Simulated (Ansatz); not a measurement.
System: GaO (model structure, started from the beta GaS type, P6₃/mmc, No. 194, 8 atoms in the cell). Method: LDA (Ansatz, a first-principles code, plane waves, PAW).

Input file:

Ansatz 0.2 input:
```yaml
crystal:
  lattice:
    - [3.0556211374, 0.0, 0.0]
    - [-1.5278105687, 2.6462455293, 0.0]
    - [0.0, 0.0, 12.1658228233]
  atoms:
    - { symbol: Ga, position: [0.3333333333, 0.6666666667, 0.1493883256] }
    - { symbol: Ga, position: [0.6666666667, 0.3333333333, 0.6493883256] }
    - { symbol: Ga, position: [0.6666666667, 0.3333333333, 0.8506116744] }
    - { symbol: Ga, position: [0.3333333333, 0.6666666667, 0.3506116744] }
    - { symbol: O, position: [0.3333333333, 0.6666666667, 0.592565885] }
    - { symbol: O, position: [0.6666666667, 0.3333333333, 0.092565885] }
    - { symbol: O, position: [0.6666666667, 0.3333333333, 0.407434115] }
    - { symbol: O, position: [0.3333333333, 0.6666666667, 0.907434115] }
basis:
  ecutwfc: 520
  ecutrho_ratio: 4
  xc_grid: 2
kpoints:
  mp_grid: { grid: [12, 12, 4] }
  band_path:
    path:
      - [0.0, 0.0, 0.0]
      - [0.041667, 0.0, 0.0]
      - [0.083333, 0.0, 0.0]
      - [0.125, 0.0, 0.0]
      - [0.166667, 0.0, 0.0]
      - [0.208333, 0.0, 0.0]
      - [0.25, 0.0, 0.0]
      - [0.291667, 0.0, 0.0]
      - [0.333333, 0.0, 0.0]
      - [0.375, 0.0, 0.0]
      - [0.416667, 0.0, 0.0]
      - [0.458333, 0.0, 0.0]
      - [0.5, 0.0, 0.0]
      - [0.472222, 0.055556, 0.0]
      - [0.444444, 0.111111, 0.0]
      - [0.416667, 0.166667, 0.0]
      - [0.388889, 0.222222, 0.0]
      - [0.361111, 0.277778, 0.0]
      - [0.333333, 0.333333, 0.0]
      - [0.309524, 0.309524, 0.0]
      - [0.285714, 0.285714, 0.0]
      - [0.261905, 0.261905, 0.0]
      - [0.238095, 0.238095, 0.0]
      - [0.214286, 0.214286, 0.0]
      - [0.190476, 0.190476, 0.0]
      - [0.166667, 0.166667, 0.0]
      - [0.142857, 0.142857, 0.0]
      - [0.119048, 0.119048, 0.0]
      - [0.095238, 0.095238, 0.0]
      - [0.071429, 0.071429, 0.0]
      - [0.047619, 0.047619, 0.0]
      - [0.02381, 0.02381, 0.0]
      - [0.0, 0.0, 0.5]
      - [0.041667, 0.0, 0.5]
      - [0.083333, 0.0, 0.5]
      - [0.125, 0.0, 0.5]
      - [0.166667, 0.0, 0.5]
      - [0.208333, 0.0, 0.5]
      - [0.25, 0.0, 0.5]
      - [0.291667, 0.0, 0.5]
      - [0.333333, 0.0, 0.5]
      - [0.375, 0.0, 0.5]
      - [0.416667, 0.0, 0.5]
      - [0.458333, 0.0, 0.5]
      - [0.5, 0.0, 0.5]
      - [0.472222, 0.055556, 0.5]
      - [0.444444, 0.111111, 0.5]
      - [0.416667, 0.166667, 0.5]
      - [0.388889, 0.222222, 0.5]
      - [0.361111, 0.277778, 0.5]
      - [0.333333, 0.333333, 0.5]
      - [0.309524, 0.309524, 0.5]
      - [0.285714, 0.285714, 0.5]
      - [0.261905, 0.261905, 0.5]
      - [0.238095, 0.238095, 0.5]
      - [0.214286, 0.214286, 0.5]
      - [0.190476, 0.190476, 0.5]
      - [0.166667, 0.166667, 0.5]
      - [0.142857, 0.142857, 0.5]
      - [0.119048, 0.119048, 0.5]
      - [0.095238, 0.095238, 0.5]
      - [0.071429, 0.071429, 0.5]
      - [0.047619, 0.047619, 0.5]
      - [0.02381, 0.02381, 0.5]
    npoints: 1
hamiltonian:
  xc: lda
  dispersion: none
  pseudopotentials: { kind: paw }
scf:
  occupations: { method: fermi_dirac, width: 0.01 }
  convergence: { dr2_threshold: 0.0000000008 }
output:
  forces: true
  stress: true
  eigenvalues: true
  write_bands: true
```

From the output:

```
Crystal: 8 atoms, lattice volume = 98.372 Å³
Basis set: ecut = 520 eV, 2685 PW (Γ), exchange–correlation on 48×48×192 points (8 copies of the dense FFT grid, shifted against one another)
Bands: 46, of which v1, the nominal top of the filled ones, is band 38 counted from 1 (37 counted from 0)
Symmetry: 24 space group operations
Space group: P63/mmc (ITA 194), of the structure as read, at distance tolerance 4.6e-5 Å
k-points: 57 of 576
Functional: x = slater, c = lda
SCF iter   1: F=—  HF=-17051.058346 eV  |F-HF|=—  |Δ(HF+E_count)|=         —  Δρ=2.40e-2  dr2=6.48e-1
SCF iter   2: F=—  HF=-17050.912351 eV  |F-HF|=—  |Δ(HF+E_count)|=   1.46e-1  Δρ=7.06e-3  dr2=1.93e-2
  ...
SCF iter   8: F=—  HF=-17050.903549 eV  |F-HF|=—  |Δ(HF+E_count)|=   1.57e-8  Δρ=1.94e-6  dr2=4.08e-9
SCF iter   9: F=-17050.903549 eV  HF=-17050.903549 eV  |F-HF|=1.46e-11  |Δ(HF+E_count)|=  9.97e-10  Δρ=3.53e-7  dr2=1.10e-10
SCF 1 converged in 9 iterations: F = -17050.903549 eV  dr2 = 1.10e-10
SCF converged after 9 iterations
Free energy (F): -17050.903549 eV
Internal energy: -17050.903549 eV  (E = F + TS)
E sigma→0 (E₀):  -17050.903549 eV
Fermi energy:    8.788822 eV
--- Forces (eV/Å), atoms counted from 1 ---
  atom   1  Ga     0.00000000    -0.00000000     0.00046227
  atom   2  Ga    -0.00000000     0.00000000     0.00046227
  atom   3  Ga     0.00000000     0.00000000    -0.00046227
  atom   4  Ga     0.00000000    -0.00000000    -0.00046227
  atom   5  O      0.00000000     0.00000000    -0.00083404
  atom   6  O     -0.00000000    -0.00000000    -0.00083404
  atom   7  O      0.00000000    -0.00000000     0.00083404
  atom   8  O     -0.00000000     0.00000000     0.00083404
--- Stress (GPa, compression-positive) ---
        0.018067       0.000000       0.000000
       -0.000000       0.018067       0.000000
        0.000000       0.000000       0.014943
  P = ⅓ Tr σ = 0.0170 GPa (0.170 kbar)
```

The PAW data were made under PBE.

Note: the relaxation could raise the start's symmetry but not lower it, so the cell can be a saddle point.

A model structure was made by putting elements into a prototype or built by hand; it is no filed structure, need not be a known phase, and can be a saddle point held by its symmetry.
